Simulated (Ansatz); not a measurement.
SrHfO₃ (I4/mcm, No. 140, 10 atoms in the cell; start mp-3721; a measured phase of this formula has another space group), treated with HSE06+SOC in Ansatz (plane waves, PAW).

Settings: plane-wave cutoff 460 eV, 6×6×6 k mesh, Fermi–Dirac smearing 0.01 eV, PAW data made under PBE.

Cell (relaxed with PBEsol):

```
CELL_PARAMETERS angstrom
     -2.85721     2.85721     4.13578
      2.85721    -2.85721     4.13578
      2.85721     2.85721    -4.13578
ATOMIC_POSITIONS crystal
  Sr 0.25000 0.75000 0.50000
  Sr 0.75000 0.25000 0.50000
  Hf 0.50000 0.50000 0.00000
  Hf 0.00000 0.00000 0.00000
  O  0.69254 0.19254 0.88508
  O  0.30746 0.80746 0.11492
  O  0.19254 0.30746 0.50000
  O  0.80746 0.69254 0.50000
  O  0.75000 0.75000 0.00000
  O  0.25000 0.25000 0.00000
```

Task: Predict the band gap.

Result: 
- band gap = 5.67 eV

Note: cell and atoms aren't relaxed at this level (pressure 1.8 GPa).

A start named mp-… is a Materials Project structure, which need not be a measured phase.

Ansatz is a first-principles code.
